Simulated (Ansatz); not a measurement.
# Fluorite HfO2 (high-temperature phase): smallest direct gap on the k points sampled by level of theory

No measured value is used here.

```
level (code)           value (eV)  cell (Å³/atom)
---------------------  ----------  --------------
LDA+SOC (Ansatz)             3.56           10.92
PBE (Ansatz)                 3.75           11.04
r²SCAN (Ansatz)              4.30           10.79
PBE0 (Ansatz)                6.16           10.78
Hartree–Fock (Ansatz)       13.91           11.00
```

Computed values are for a static lattice. Levels without +SOC have no spin–orbit coupling; where heavier elements are present it shifts gaps, mostly down, and can invert bands.  LDA+SOC, PBE, r²SCAN, PBE0, Hartree–Fock: symmetry holds this phase in the static calculation, where it need not be a minimum. Values are at the level's own relaxed cell; LDA+SOC at a fixed cell, not relaxed at this level and not confirmed as the measured one. Cutoffs and k meshes differ between the levels. Ansatz's density-functional and Hartree–Fock values are scalar-relativistic unless marked +SOC, with PAW data made under PBE.

Ansatz is a program for electronic structure.
